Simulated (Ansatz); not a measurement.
The reference is Nb in the bcc (W type) structure (space group Im-3m, No. 229; a = 3.2713 Å).

Method: PBEsol/PAW in Ansatz (a quantum-chemistry and plane-wave program), no spin-orbit coupling.

Before the change:

The volume per atom is 17.50 Å³.

Perturbation: cell and atoms relaxed at a pressure of 4.5 GPa.

Q: How does this affect the volume per atom?

A: The volume per atom decreases by 0.408 Å³ to 17.10 Å³.

Load acts through the strain it causes; cell and atoms are relaxed under it. Stability against distortions was not tested. All final runs are without spin polarisation.
